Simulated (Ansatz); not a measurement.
Si (diamond structure), Σ3 (112) [1-10] symmetric tilt. One Sb atom replaces one Si atom in a bicrystal of 36 atoms (one solute to 37 Å² of one boundary, a high coverage); atoms relaxed, cell held. Energies count from the site farthest from both boundaries, which lies only 4.7 Å away; negative means that the solute is drawn to the site. The cell is neutral, and spin is allowed where the electrons are odd. k-points: Γ-centred 3×6×1 mesh; occupations: Fermi-Dirac, 0.050 eV; spin-polarised, moments started parallel. Scalar-relativistic, no spin-orbit coupling.

Sites tried, by distance from the nearest boundary plane (Å): 0.00, 0.00, 1.20, 2.18.

Q: Does Sb segregate by Ansatz (a program for electronic structure) with PBE, and with what energy at each site?

A: 0.00 Å: -0.90 eV; 0.00 Å: -0.24 eV; 1.20 Å: -0.21 eV; 2.18 Å: -0.11 eV. The most favoured site tried binds it by 0.90 eV.
